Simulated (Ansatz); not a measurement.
## Several settings converged on BePd (P4mm, 2 atoms in the cell)

```yaml
crystal:
  lattice:
    - [2.80321, 0.00000, 0.00000]
    - [0.00000, 2.80321, 0.00000]
    - [0.00000, 0.00000, 2.80321]
  atoms:
    - { symbol: Be, position: [0.00000, 0.00000, 0.01784] }
    - { symbol: Pd, position: [0.50000, 0.50000, 0.50000] }
```

Base method: PBEsol, default PAW files made with PBE (plane waves; Ansatz, a first-principles code).

Base settings: basis.ecutwfc = 420 eV; kpoints.mp_grid.grid = 12 12 12; hamiltonian.xc = pbesol; hamiltonian.pseudopotentials = {kind: paw} (the program's default PAW files); scf.occupations.method = fermi_dirac; scf.occupations.width = 0.1 eV.

The count of work is k-points × plane waves × bands × iterations; it is no time. 

**The width of Fermi-Dirac smearing**

In this ladder: kpoints.mp_grid.grid = 20 20 20.

Narrow widths need finer meshes than wide ones, so the last steps can hold mesh noise.

Only quantities that move along the ladder and can be compared are tabulated; pressure and forces are left out, as mesh noise rules them at narrow widths.

| scf.occupations.width | free energy less the last step's (meV/atom) | energy extrapolated to zero width less the last step's (meV/atom) |
|---|---|---|
| 1 eV | -534.12 | 61.17 |
| 0.5 eV | -118.96 | -0.46 |
| 0.3 eV | -44.70 | -5.08 |
| 0.2 eV | -20.98 | -2.82 |
| 0.1 eV | -4.87 | -0.64 |
| 0.05 eV | 0.00 | 0.00 |

Widest scf.occupations.width that holds the free energy within 2 meV/atom: not settled: the last two steps still differ by 4.9 meV/atom, over half the tolerance, so the ladder does not show it.

Widest scf.occupations.width that holds the energy extrapolated to zero width within 2 meV/atom of the last step, with all finer ones: 0.1 eV; the step before is off by 2.8 meV/atom.

The extrapolation to zero width removes most of the smearing's effect on the energy.

**The width of Methfessel-Paxton smearing**

In this ladder: kpoints.mp_grid.grid = 20 20 20; scf.occupations.method = methfessel_paxton.

Narrow widths need finer meshes than wide ones, so the last steps can hold mesh noise.

Only quantities that move along the ladder and can be compared are tabulated; pressure and forces are left out, as mesh noise rules them at narrow widths.

```csv
scf.occupations.width,free energy less the last step's (meV/atom)
1 eV,-6.71
0.5 eV,-2.47
0.3 eV,-0.89
0.2 eV,-0.26
0.1 eV,0.07
0.05 eV,0.00
```

Widest scf.occupations.width that holds the free energy within 5 meV/atom of the last step, with all finer ones: 0.5 eV; the step before is off by 6.7 meV/atom.

**The mesh under tetrahedron occupations**

In this ladder: scf.occupations.method = tetrahedron; scf.occupations.width = default.

Only quantities that move along the ladder and can be compared are tabulated.

| kpoints.mp_grid.grid | free energy less the last step's (meV/atom) | pressure (GPa) | largest difference of a force vector from the last step's (eV/Å) | count of work / last |
|---|---|---|---|---|
| 5 5 5 | -23.56 | -1.65 | 0.016 | 0.015 |
| 6 6 6 | -22.61 | -1.23 | 0.005 | 0.027 |
| 8 8 8 | -13.25 | -1.19 | 0.004 | 0.051 |
| 9 9 9 | -1.22 | -1.22 | 0.002 | 0.051 |
| 11 11 11 | -1.57 | -1.12 | 0.002 | 0.086 |
| 14 14 14 | -1.71 | -1.09 | 0.000 | 0.20 |
| 18 18 18 | -0.26 | -1.04 | 0.000 | 0.37 |
| 22 22 22 | 0.00 | -1.01 | 0.000 | 0.64 |
| 27 27 27 | 0.00 | -0.98 | 0.000 | 1.0 |

Coarsest kpoints.mp_grid.grid that holds the pressure within 0.5 GPa of the last step, with all finer ones: 6 6 6, at 0.027 of the last step's count of work; the step before is off by 0.67 GPa.

Coarsest kpoints.mp_grid.grid that holds the free energy within 0.5 meV/atom of the last step, with all finer ones: 18 18 18, at 0.37 of the last step's count of work; the step before is off by 1.7 meV/atom.

Coarsest kpoints.mp_grid.grid that holds the forces within 0.01 eV/Å of the last step, with all finer ones: 6 6 6, at 0.027 of the last step's count of work; the step before is off by 0.016 eV/Å.

Two neighbours can agree and both be off: 5 5 5 and 6 6 6 differ by 0.95 meV/atom in the free energy, yet lie about 23 meV/atom from the last step.

On the base run: the starting cell comes from a database of computed structures (which also holds hypothetical and non-ambient phases and stackings), without a prior relaxation at this level. Its lattice was rescaled by up to half a per cent. One atom was moved a little off its site on purpose. Spin polarisation is off. Ansatz's pressure includes its estimate of the finite-basis (Pulay) stress.

Left out of this page: 4 runs of the series outside the window shown, repeating another row's setting, or not comparable.

Keys are those of Ansatz 0.2.
